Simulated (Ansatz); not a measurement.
Consider interstitial H in bixbyite In2O3, charge state +1. The step: a concerted move, in which H travels most; the atom moves 1.59 Å along (0.01, -0.01, -0.15) of the unit cell; the moving atom starts with neighbours In at 2.16; O at 0.98, O at 2.03 Å and ends with In at 2.16; O at 0.98, O at 2.03 Å. DFT values are from Ansatz (plane-wave PAW, 420 eV unless said) in a cell of 80 host sites, spin-restricted, static, with no finite-size correction. The charge state is imposed; whether it is stable for some Fermi level was not computed. Sites that were not tried may lie lower. The start lies 0.64 eV above the lowest site run (PBE). For the PBE band: the saddle point's order was not checked.

| Level | Forward barrier (eV) | Cost of the band or of the saddle's single point |
|---|---|---|
| CHGNet universal potential (has no charge state), its own band | 0.29 | - |
| PBE, one k-point at (0.250, 0.250, 0.250), band relaxed | 0.36 | very roughly 50 core-minutes |
| PBE, a 2×2×2 k-point mesh shifted by half a step, same geometries | 0.36 | about 5 core-minutes (a rough figure) |
| r2SCAN at 500 eV, one k-point at (0.250, 0.250, 0.250), same geometries | ? | around 4 core-minutes (rough) |

What belongs in the gaps?


- r2SCAN at 500 eV, one k-point at (0.250, 0.250, 0.250), same geometries, Forward barrier (eV): 0.42

Ansatz is an electronic-structure program.
